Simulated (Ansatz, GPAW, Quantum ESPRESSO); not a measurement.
# Code comparison for CsRbMg₆ (P1, 8 atoms in the cell)

Self-consistent single point, at a second geometry (atoms moved at random). First geometry:

```
CsRbMg6
1.0
    5.54927     0.00000     0.00000
    0.00000     3.18567     8.36179
    0.00000    -3.18567     8.36179
Cs Rb Mg
1 1 6
Direct
  0.50000   0.68544   0.68544
  0.50000   0.18431   0.18431
  0.50000   0.67660   0.17444
  0.50000   0.17444   0.67660
  0.00000   0.77941   0.27217
  0.00000   0.27217   0.77941
  0.00000   0.36153   0.36153
  0.00000   0.86609   0.86609
```

Second geometry:
```
CELL_PARAMETERS angstrom
      5.54927     0.00000     0.00000
      0.00000     3.18567     8.36179
      0.00000    -3.18567     8.36179
ATOMIC_POSITIONS crystal
  Cs 0.50927 0.68881 0.68664
  Rb 0.49596 0.17969 0.19162
  Mg 0.50238 0.68603 0.16386
  Mg 0.50372 0.17234 0.67464
  Mg 0.99906 0.77814 0.27930
  Mg 0.99589 0.27258 0.78185
  Mg 0.99020 0.36318 0.35374
  Mg 0.00352 0.85923 0.86834
```

Shared settings, as Ansatz (a first-principles code) writes them: kpoints.mp_grid.grid = 3 3 3; scf.occupations.method = gaussian; scf.occupations.width = 0.0073 Ry. Potentials and cutoffs stand in the table.

| code | model | ΔF from the first geometry (meV/atom) | pressure (GPa) | largest force (eV/Å) | cutoff |
|---|---|---|---|---|---|
| Quantum ESPRESSO | PBEsol, GBRV 1.5 ultrasoft (PBESOL) pseudopotentials | 1.5 | -0.94 | 0.245 | 40 Ry |
| GPAW | PBEsol, GPAW PAW datasets PBEsol (made by gpaw-setup) | 1.5 | -0.92 | 0.252 | 850 eV |
| Ansatz | PBEsol, PAW files made with PBE | 1.5 | -0.93 | 0.247 | default |

Size of the force on each atom (eV/Å): Sizes of forces hide their directions.

| code | Cs1 | Rb2 | Mg3 | Mg4 | Mg5 | Mg6 | Mg7 | Mg8 |
|---|---|---|---|---|---|---|---|---|
| Quantum ESPRESSO | 0.231 | 0.245 | 0.118 | 0.113 | 0.058 | 0.056 | 0.110 | 0.093 |
| GPAW | 0.238 | 0.252 | 0.118 | 0.113 | 0.058 | 0.056 | 0.111 | 0.094 |
| Ansatz | 0.234 | 0.247 | 0.118 | 0.113 | 0.058 | 0.056 | 0.110 | 0.093 |

The spread over the programs that give each value: ΔF from the first geometry within 0.0 meV/atom; pressure within 0.02 GPa; largest force within 0.007 eV/Å.

Ansatz's pressure is given at a fixed set of plane waves, as the other plane-wave codes print theirs.

The shared mesh is coarse (it stands for a supercell whose shortest vector is 17 Å), so the values are not converged in it.

The starting cell comes from a database of computed structures (which also holds hypothetical and non-ambient phases and stackings), without a prior relaxation at this level. For this run, on top of that: atoms moved at random.

Left out of this page: CP2K (unsound by tests on forces, stress, charge or solver warnings).

Keys are those of Ansatz 0.2.
